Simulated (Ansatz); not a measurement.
Computed with PBE (plane waves to 420 eV, PAW; Ansatz, a first-principles code).

Electrostatic potential energy of an electron, averaged over planes parallel to the surface, in eV from the Fermi level, for a constructed model of the (0001) surface of hcp Ru, p(2x2) layer of Te, one a cell, on the site that continues the host's stacking (bottom of the slab: a bare face, its two planes held):

```json
[
 {"z (Å)": "3.84", "V (eV)": "5.06"},
 {"z (Å)": "4.13", "V (eV)": "5.06"},
 {"z (Å)": "4.43", "V (eV)": "5.06"},
 {"z (Å)": "4.72", "V (eV)": "5.05"},
 {"z (Å)": "5.02", "V (eV)": "5.04"},
 {"z (Å)": "5.31", "V (eV)": "5.01"},
 {"z (Å)": "5.61", "V (eV)": "4.96"},
 {"z (Å)": "5.90", "V (eV)": "4.84"},
 {"z (Å)": "6.20", "V (eV)": "4.59"},
 {"z (Å)": "6.49", "V (eV)": "4.07"},
 {"z (Å)": "6.79", "V (eV)": "2.97"},
 {"z (Å)": "7.08", "V (eV)": "0.63"},
 {"z (Å)": "7.38", "V (eV)": "-5.32"},
 {"z (Å)": "7.67", "V (eV)": "-16.70"},
 {"z (Å)": "7.97", "V (eV)": "-26.26"},
 {"z (Å)": "8.26", "V (eV)": "-26.90"},
 {"z (Å)": "8.56", "V (eV)": "-18.15"},
 {"z (Å)": "8.85", "V (eV)": "-6.82"},
 {"z (Å)": "9.15", "V (eV)": "-1.72"},
 {"z (Å)": "9.44", "V (eV)": "-4.00"},
 {"z (Å)": "9.74", "V (eV)": "-13.88"},
 {"z (Å)": "10.03", "V (eV)": "-24.76"},
 {"z (Å)": "10.33", "V (eV)": "-28.20"},
 {"z (Å)": "10.62", "V (eV)": "-21.64"},
 {"z (Å)": "10.92", "V (eV)": "-10.04"},
 {"z (Å)": "11.21", "V (eV)": "-2.62"},
 {"z (Å)": "11.51", "V (eV)": "-2.96"},
 {"z (Å)": "11.80", "V (eV)": "-11.12"},
 {"z (Å)": "12.10", "V (eV)": "-22.58"},
 {"z (Å)": "12.39", "V (eV)": "-28.23"},
 {"z (Å)": "12.69", "V (eV)": "-23.73"},
 {"z (Å)": "12.98", "V (eV)": "-12.53"},
 {"z (Å)": "13.28", "V (eV)": "-3.36"},
 {"z (Å)": "13.57", "V (eV)": "-1.79"},
 {"z (Å)": "13.87", "V (eV)": "-7.35"},
 {"z (Å)": "14.16", "V (eV)": "-18.79"},
 {"z (Å)": "14.46", "V (eV)": "-27.30"},
 {"z (Å)": "14.75", "V (eV)": "-26.36"},
 {"z (Å)": "15.05", "V (eV)": "-16.69"},
 {"z (Å)": "15.34", "V (eV)": "-5.79"},
 {"z (Å)": "15.64", "V (eV)": "-1.79"},
 {"z (Å)": "15.93", "V (eV)": "-4.99"},
 {"z (Å)": "16.23", "V (eV)": "-15.49"},
 {"z (Å)": "16.52", "V (eV)": "-25.78"},
 {"z (Å)": "16.82", "V (eV)": "-27.89"},
 {"z (Å)": "17.11", "V (eV)": "-20.26"},
 {"z (Å)": "17.41", "V (eV)": "-8.75"},
 {"z (Å)": "17.70", "V (eV)": "-2.65"},
 {"z (Å)": "18.00", "V (eV)": "-4.83"},
 {"z (Å)": "18.29", "V (eV)": "-14.85"},
 {"z (Å)": "18.59", "V (eV)": "-25.23"},
 {"z (Å)": "18.88", "V (eV)": "-27.72"},
 {"z (Å)": "19.18", "V (eV)": "-20.41"},
 {"z (Å)": "19.47", "V (eV)": "-8.79"},
 {"z (Å)": "19.77", "V (eV)": "-1.40"},
 {"z (Å)": "20.06", "V (eV)": "0.23"},
 {"z (Å)": "20.36", "V (eV)": "0.70"},
 {"z (Å)": "20.65", "V (eV)": "2.05"},
 {"z (Å)": "20.95", "V (eV)": "2.84"},
 {"z (Å)": "21.24", "V (eV)": "1.94"},
 {"z (Å)": "21.54", "V (eV)": "1.29"},
 {"z (Å)": "21.83", "V (eV)": "2.37"},
 {"z (Å)": "22.13", "V (eV)": "3.62"},
 {"z (Å)": "22.42", "V (eV)": "4.13"},
 {"z (Å)": "22.72", "V (eV)": "4.35"},
 {"z (Å)": "23.01", "V (eV)": "4.45"},
 {"z (Å)": "23.31", "V (eV)": "4.49"},
 {"z (Å)": "23.60", "V (eV)": "4.51"},
 {"z (Å)": "23.90", "V (eV)": "4.52"},
 {"z (Å)": "24.19", "V (eV)": "4.52"},
 {"z (Å)": "24.49", "V (eV)": "4.52"},
 {"z (Å)": "24.78", "V (eV)": "4.52"},
 {"z (Å)": "25.08", "V (eV)": "4.52"},
 {"z (Å)": "25.37", "V (eV)": "4.52"}
]
```

Set-up: 25 atoms, 13.2 Å thick at the start with caps and adatoms (thin: gaps and levels are the slab's own); mesh 8x8x1; 0.1 eV smearing; dipole correction on; 8 atoms held, the rest relaxed; held to the start's symmetry, so lower structures may exist; no spin, no spin-orbit, no U. It is one candidate, not shown to be the stable structure of the face.

Problem. The surface cell has an area of 25.66 Å². What dipole along the normal does the step between the two vacuum levels imply?

Solution. the top vacuum level lies 0.54 eV below the bottom one; p = −ε₀ A ΔV (ε₀ = 0.005526 e/(V·Å)) gives 0.08 e·Å a cell.
